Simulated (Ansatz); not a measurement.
System: BAs (model structure, Pm-3m, No. 221, 2 atoms in the cell). Method: LDA in Ansatz (PAW).

Settings: plane-wave cutoff 520 eV, 20×20×20 k mesh, Fermi–Dirac smearing 0.05 eV, scalar-relativistic PAW data made under PBE.

Cell (relaxed at this level):

```yaml
crystal:
  lattice:
    - [2.88370, 0.00000, 0.00000]
    - [0.00000, 2.88370, 0.00000]
    - [0.00000, 0.00000, 2.88370]
  atoms:
    - { symbol: B, position: [0.00000, 0.00000, 0.00000] }
    - { symbol: As, position: [0.50000, 0.50000, 0.50000] }
```

**Question.** Predict the bulk modulus B0.

**Answer.** 
bulk modulus B0: 122 GPa

The run finds no gap.

Note: the bulk modulus is −V dP/dV from two relaxed cells at ±2 % in volume; the relaxation could raise the start's symmetry but not lower it, so the cell can be a saddle point.

Static lattice: no zero-point or thermal effects.

It cost about 40 core-seconds (a rough figure) of CPU time.

A model structure was made by putting elements into a prototype or built by hand; it is no filed structure, need not be a known phase, and can be a saddle point held by its symmetry.

Ansatz is a first-principles code.
